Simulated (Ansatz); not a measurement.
Refining one setting for CsPbBr3 (Pm-3m, 5 atoms in the cell)

```xyz
5
Lattice="5.9290 0.0000 0.0000 0.0000 5.9290 0.0000 0.0000 0.0000 5.9290" Properties=species:S:1:pos:R:3 pbc="T T T"
Cs     0.0000     0.0000     0.0000
Pb     2.9645     2.9645     2.9645
Br     2.9645     2.9645     0.0000
Br     0.0000     2.9645     2.9645
Br     2.9645     0.0000     2.9645
```

Method of the run: PBE0, default PAW files made with PBE (plane waves; Ansatz, an electronic-structure program).

The starting cell comes from a database of computed structures (which also holds hypothetical and non-ambient phases and stackings), without a prior relaxation at this level. Its lattice was rescaled by a random factor within 2.5 % of one. Ansatz's pressure includes its estimate of the finite-basis (Pulay) stress. A gap is left out here, as mesh or smearing make it unsure.

Held fixed: basis.ecutwfc = 420 eV; kpoints.mp_grid.shift = 0.5 0.5 0.5; hamiltonian.xc = pbe0; hamiltonian.pseudopotentials = {kind: paw} (the program's default PAW files); scf.occupations.method = fermi_dirac; scf.occupations.width = 0.02 eV.

ΔF is the free energy per atom less that of the last row (4 4 4).

The series runs over kpoints.mp_grid.grid = 1 1 1; 2 2 2; 3 3 3; 4 4 4.

Q: From which setting on does the energy stay within 0.5 meV/atom of the last one?

A: Only the last setting itself: the one before it still differs by 26 meV/atom, so the series does not show convergence to this tolerance.

Q: From which setting on does the pressure stay within 0.5 GPa of the last one?

A: From kpoints.mp_grid.grid = 3 3 3 on; the one before it is off by 0.90 GPa. Only the last setting checks this, so the series should go further.

```tsv
kpoints.mp_grid.grid	ΔF (meV/atom)	pressure (GPa)	k-points	iterations
1 1 1	1403.3	9.96	1	13
2 2 2	-106.0	-0.64	1	13
3 3 3	25.7	0.64	4	14
4 4 4	0.00	0.26	4	13
```

Keys are those of Ansatz 0.2.
